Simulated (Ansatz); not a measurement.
Gd: Gd → Mg

Base system: Gd in the hcp (Mg type) structure (space group P6_3/mmc, No. 194; a = 3.639 Å, c = 5.909 Å; ferromagnetic).

Now apply this change: every Gd is replaced by Mg, then cell and atoms are relaxed.

The values are results of plane-wave PAW DFT at the r2SCAN level (Ansatz, a quantum-chemistry and plane-wave program, 500 eV), without spin-orbit coupling, not measurements. k-mesh 17×17×9 (Γ-centred); smearing 0.05 eV (Fermi–Dirac), for the changed cell.

```
quantity                                     base             changed        shift
-----------------------------  ------------------  ------------------  -----------
volume per atom                          33.89 Å³            22.59 Å³   -11.294 Å³
density                                7.71 g/cm³          1.79 g/cm³  -5.92 g/cm³
lattice parameter a                       3.639 Å             3.173 Å     -0.466 Å
c/a ratio                                   1.624               1.633      +0.0096
space group                    P6_3/mmc (No. 194)  P6_3/mmc (No. 194)            –
shortest interatomic distance             3.626 Å             3.173 Å    -0.4525 Å
band gap                                     zero                zero            –
```

Final structure:

```yaml
crystal:
  lattice:
    - [3.17305, 0.00000, 0.00000]
    - [-1.58653, 2.74794, 0.00000]
    - [0.00000, 0.00000, 5.18267]
  atoms:
    - { symbol: Mg, position: [0.33333, 0.66667, 0.75000] }
    - { symbol: Mg, position: [0.66667, 0.33333, 0.25000] }
```

The magnetic state is the one reached from the starting moments; the real material's order can differ, and small cells can't hold many antiferromagnetic ones. The state of the 4f shell was not checked for lower solutions. No phonon test of stability was made.
